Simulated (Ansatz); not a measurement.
The starting structures come from a database of crystals and need not be the phases stable at ambient conditions.

Input:

```
Bi2O5Si
1.0
    5.32649     0.00000     0.00000
    0.00000     8.07078     0.00000
    0.00000     1.86125     5.15550
Si Bi O
2 4 10
Direct
  0.69924   0.00000   0.32165
  0.19924   0.00000   0.67835
  0.25552   0.33054   0.05478
  0.75552   0.66946   0.94522
  0.25552   0.66946   0.38532
  0.75552   0.33054   0.61468
  0.48500   0.49970   0.23945
  0.98500   0.50030   0.76055
  0.48500   0.50030   0.73915
  0.98500   0.49970   0.26085
  0.67748   0.18260   0.08262
  0.17748   0.81740   0.91738
  0.67748   0.81740   0.26522
  0.17748   0.18260   0.73478
  0.46678   0.00000   0.52505
  0.96678   0.00000   0.47495
```

Space group of this cell: Cmc2_1. The cell is taken as given.

Transport runs along the normal of the first two printed cell vectors.

The gap is the functional's own, uncorrected, and κ follows it; spin-orbit coupling is left out. Mid-gap values are interpolated between the computed energies.

Question: Predict the band gap and the smallest decay constant κ at mid-gap from r2SCAN (Ansatz, an electronic-structure program).

Answer: Gap 3.29 eV on a 6×6×6 mesh; κ = 0.306 1/Å, at the zone centre.
